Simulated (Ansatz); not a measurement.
Output of an Ansatz run (abridged):

```
WARN ansatz: RAYON_NUM_THREADS=1 ignored (pool sized by the plan → 1); use --threads N
Pseudopotentials: kind: paw
Pseudopotential: V, paw, valence charge 13
Crystal: 1 atoms, lattice volume = 13.701 Å³
Basis set: ecut = 420 eV, 249 PW (Γ), exchange–correlation on 36×36×36 points (8 copies of the dense FFT grid, shifted against one another)
Bands: 11, of which v1, the nominal top of the filled ones, is band 7 counted from 1 (6 counted from 0)
Symmetry: 48 space group operations
Space group: Im-3m (ITA 229), of the structure as read, at distance tolerance 2.4e-5 Å
k-points: 120 of 3375
Initial density: superposition of atomic densities (neutral atoms: chi_scale 0, normalization atom), corrected by the library's trained network
Initial wavefunctions: pseudopotential atomic-orbital guess
Eigensolver: davidson
Functional: x = pbe(κ = 0.804, μ = 0.2195149727645171), c = pbe(β = 0.06672455060314922)
SCF iter   1: F=—  HF=-2912.414468 eV  |F-HF|=—  |Δ(HF+E_count)|=         —  Δρ=4.59e-3  dr2=7.81e-4  ethr=1.77e-3  ⟨swp⟩=4.0  Hψ=6661  notcnv=0
all-band conjugate gradients solve this SCF's bands
preconditioner: auto → none
SCF iter   2: F=—  HF=-2912.414454 eV  |F-HF|=—  |Δ(HF+E_count)|=   1.47e-5  Δρ=2.32e-3  dr2=1.99e-4  ethr=6.00e-6  ⟨swp⟩=1.0  Hψ=2280  notcnv=0
SCF iter   3: F=—  HF=-2912.414512 eV  |F-HF|=—  |Δ(HF+E_count)|=   5.88e-5  Δρ=2.83e-4  dr2=9.29e-6  ethr=1.53e-6  ⟨swp⟩=1.0  Hψ=1293  notcnv=0
SCF iter   4: F=—  HF=-2912.414507 eV  |F-HF|=—  |Δ(HF+E_count)|=   5.03e-6  Δρ=4.03e-5  dr2=8.29e-8  ethr=7.14e-8  ⟨swp⟩=2.9  Hψ=2089  notcnv=0
iter 5 did not close the SCF: its close was put off for the readings that it lacked (scf_convergence_deferred on its scf_iter line)
SCF iter   5: F=-2912.414507 eV  HF=-2912.414507 eV  |F-HF|=7.45e-9  |Δ(HF+E_count)|=   7.89e-8  Δρ=1.12e-5  dr2=1.30e-8  ethr=6.38e-10  ⟨swp⟩=2.0  Hψ=2069  notcnv=0
SCF iter   6: F=-2912.414507 eV  HF=-2912.414507 eV  |F-HF|=1.71e-10  |Δ(HF+E_count)|=   2.46e-9  Δρ=1.84e-6  dr2=2.97e-10  ethr=1.00e-10  ⟨swp⟩=2.5  Hψ=4025  notcnv=0
SCF 1 converged in 6 iterations: F = -2912.414507 eV  dr2 = 2.97e-10
SCF converged after 6 iterations
Free energy (F): -2912.414507 eV
Harris-Foulkes:  -2912.414507 eV  (|F-HF|=1.71e-10)
Internal energy: -2912.407051 eV  (E = F + TS)
E sigma→0 (E₀):  -2912.410779 eV
Entropy (-TS):   -0.007456 eV (-7.456 meV/atom)
Fermi energy:    16.214509 eV
--- Per-component energies (eV) ---
  E_band       = -148.711020
  E_kinetic    = 335.964433
  E_local      = -905.742143  (includes V_loc(G=0)·N_el)
  E_nonlocal   = -45.673573
  E_hartree    = 414.791056
  E_xc         = -130.364039
  E_vxc        = -165.259689  (∫ρ·V_xc dr)
  E_paw        = -1112.616699  (= ΣΔE_a)
  E_vpaw       = -197.581735  (= ΣTr[D̂ρ^β])
  E_aug_tail   = 0.000266  (compensation charges beyond the density's cutoff)
  E_ewald      = -1468.766353
  E_smearing   = -0.007456  (= −TS)
  E_closure    = 0.000000  (closes the sum)
  Σ components = -2912.414507   (vs F -2912.414507, Δ=0.00e0)
--- Forces (eV/Å), atoms counted from 1 ---
  atom   1  V     -0.00000000    -0.00000000     0.00000000
  max |Σ_I F_I| component: 3.24e-32 eV/Å
--- Stress (GPa, compression-positive) ---
       -3.380725      -0.000000       0.000000
       -0.000000      -3.380725      -0.000000
        0.000000       0.000000      -3.380725
  P = ⅓ Tr σ = -3.3807 GPa (-33.807 kbar)
  The stress holds the Pulay correction. Without it, at fixed plane waves, as pw.x and ABINIT print it: P = -3.4660 GPa
--- Band table (eV; the first three rows and the last of 120) ---
  k-point 0: bands = ["-47.5044", "-20.8292", "-20.8292", "-20.8292", "9.6495", "16.6181", "16.6181", "16.6181", "18.5902", "18.5902", "36.6060"]
  k-point 1: bands = ["-47.4965", "-20.8678", "-20.8410", "-20.8295", "9.8260", "16.5436", "16.6020", "16.7436", "18.5054", "18.5953", "36.2494"]
  k-point 2: bands = ["-47.4742", "-20.9760", "-20.8744", "-20.8302", "10.3348", "16.3386", "16.5213", "17.1087", "18.3326", "18.6143", "35.2161"]
  k-point 119: bands = ["-47.1942", "-21.4154", "-21.4081", "-21.4081", "13.3352", "13.3373", "19.7213", "19.7213", "19.8198", "25.8582", "26.4814"]
```

The structure:

```xyz
1
Lattice="-1.5074 1.5074 1.5074 1.5074 -1.5074 1.5074 1.5074 1.5074 -1.5074" Properties=species:S:1:pos:R:3 pbc="T T T"
V      0.0000     0.0000     0.0000
```

Q: Reconstruct the input of this run.

A: Other spellings and defaults could give the same log, and not every line can be read from it. The input that was run (DFT, PBE, plane waves, default PAW files):

Ansatz 0.2 input:
```yaml
# V
crystal:
  lattice:
    - [-1.507425, 1.507425, 1.507425]
    - [1.507425, -1.507425, 1.507425]
    - [1.507425, 1.507425, -1.507425]
  atoms:
    - { symbol: V, position: [0.000000, 0.000000, 0.000000] }
basis:
  ecutwfc: 420.0 eV
kpoints:
  mp_grid:
    grid: [15, 15, 15]
hamiltonian:
  xc: pbe
  pseudopotentials:
    kind: paw
scf:
  occupations:
    method: gaussian
    width: 0.1 eV
output:
  forces: true
  eigenvalues: true
  stress: true
```

The starting cell has typed, rounded lattice constants, without a prior relaxation at this level. Its lattice was rescaled by up to half a per cent. Spin polarisation is off. With a pressure of about -3 GPa the cell is away from its equilibrium volume at this level. Ansatz's pressure includes its estimate of the finite-basis (Pulay) stress.

Ansatz is a first-principles code.
